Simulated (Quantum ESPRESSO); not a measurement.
**Energy against c/a at fixed volume: hcp Re (space group 194) (Quantum ESPRESSO, PBEsol)**

```xyz
2
Lattice="2.7882 0.0000 0.0000 -1.3941 2.4146 0.0000 0.0000 0.0000 4.3253" Properties=species:S:1:pos:R:3 pbc="T T T"
Re     1.3941     0.8049     3.2440
Re     0.0000     1.6098     1.0813
```

Computed with PBEsol, GBRV 1.5 ultrasoft (PBESOL) pseudopotentials (plane waves; Quantum ESPRESSO). Settings: ecutwfc = 52 Ry; ecutrho = 416 Ry; occupations = smearing; smearing = fd; degauss = 0.0036749 Ry; potentials = {Re: re_pbesol_v1.2.uspp.F.UPF}; K_POINTS = automatic 28 28 16 0 0 0; conv_thr = 1e-10 Ry. The cell above is the first row's. The rows change c/a at fixed volume. In all rows fractional positions and the k mesh are held. E is the free energy at the stated smearing, counted from the lowest row.

| c/a | E (meV/atom) |
|---|---|
| 1.5513 | 22.33 |
| 1.5675 | 12.43 |
| 1.5836 | 5.42 |
| 1.5998 | 1.28 |
| 1.6159 | 0.00 |
| 1.6321 | 1.59 |
| 1.6483 | 6.08 |
| 1.6644 | 13.46 |
| 1.6806 | ? |

Question: Fit E against c/a with a cubic, and predict the withheld value at c/a = 1.6806.

Answer: With u = c/a - 1.61, the rows have u = -0.05870, -0.04250, -0.02640, -0.01020, 0.00590, 0.02210, 0.03830, 0.05440. Least squares gives E = 0.128 - 55.77·u + 5511.0·u² + 314·u³. Residuals (row less fit): 0.003, 0.002, -0.015, 0.010, 0.009, 0.000, -0.014, 0.006; standard error 0.013 (degrees of freedom: 4). The fitted curve has its minimum at c/a = 1.62, where E = -0.01. To one more digit the minimum is at c/a = 1.615; the ideal close-packed ratio is 1.633. At the withheld row, u = 0.07060, so E = 0.128 - 55.77 × 0.07060 + 5511.0 × 0.07060² + 314 × 0.07060³ = 23.770 meV/atom. The calculation gives 23.62 meV/atom, 0.150 meV/atom below the prediction (0.6 % of the range of E in the table). The row lies outside the fitted rows, so this is an extrapolation. From the scatter of the fitted rows alone, a prediction at this place has a standard error of 0.034 meV/atom, so the miss is 4.4 times that.

Carrying the step between the two nearest rows on in a straight line would have given 20.89, off by 2.73; series whose last step already gives the withheld value aren't shown. The reference cell has the volume at which an earlier scan in this program and functional put its minimum by a fit; axis ratios and inner coordinates come from a measured-size cell. The runs keep the symmetry of the cell, so they don't test it for distortions. The best c/a moves a little with volume. Spin polarisation is off. Spin-orbit coupling is off. In metals such curves are sensitive to mesh and smearing. Cutoffs and mesh are single choices, not tested for convergence of this quantity. Series with a scatter that would blur these digits, or in which a gap closes, are not shown. Strain series were run only where this level's volume lies within 10 % of a first guess from the measured size.

Terms beyond the fitted order, or numerical noise in single rows, can give a miss of this size; the table doesn't tell which.
